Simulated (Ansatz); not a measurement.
The starting structures come from a database of crystals and need not be the phases stable at ambient conditions.

Inside the gap of an insulator the Bloch states are evanescent, with a wavenumber k + iκ along the transport direction.

Given:

```yaml
crystal:
  lattice:
    - [5.29007, 0.00000, 0.00000]
    - [0.00000, 5.52233, 0.00000]
    - [0.00000, 2.76117, 1.59416]
  atoms:
    - { symbol: B, position: [0.49959, 0.33333, 0.00000] }
    - { symbol: B, position: [0.99959, 0.66667, 0.00000] }
    - { symbol: P, position: [0.12541, 0.33333, 0.00000] }
    - { symbol: P, position: [0.62541, 0.66667, 0.00000] }
```

Space group of this cell: P6_3mc, wurtzite. The cell is taken as given.

Transport runs along the normal of the first two printed cell vectors, the (110) plane of the conventional cell.

The gap is the functional's own, uncorrected, and κ follows it; spin-orbit coupling is left out. Mid-gap means the computed energy nearest the middle.

**Question.** State the band gap and the smallest decay constant κ at mid-gap according to Ansatz (a program for electronic structure) with r2SCAN.

**Answer.** Gap 1.18 eV on a 6×18×18 mesh; κ = 0.149 1/Å, at the zone centre.
